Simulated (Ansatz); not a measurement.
Consider the following.

```xyz
2
Lattice="0.0000 2.6410 2.6410 2.6410 0.0000 2.6410 2.6410 2.6410 0.0000" Properties=species:S:1:pos:R:3 pbc="T T T"
Mg     0.0000     0.0000     0.0000
S      2.6410     2.6410     2.6410
```

No spin polarisation.

All numbers come from Ansatz (a first-principles code) PBE, no spin-orbit coupling. Settings: 11×11×11 k-points, 0.05 eV Fermi–Dirac smearing.

Problem. Predict the band gap, smallest direct gap and gap character.

Solution. 
```json
{
  "band_gap": "2.69 eV",
  "smallest_direct_gap": "3.38 eV",
  "gap_character": "indirect, Γ → X"
}
```

The cells carry an imposed strain or load. Stability against distortions was not tested. The cell was made from MgS in the rock salt structure (space group Fm-3m, No. 225) by this change: isotropic strain +1.00 %.
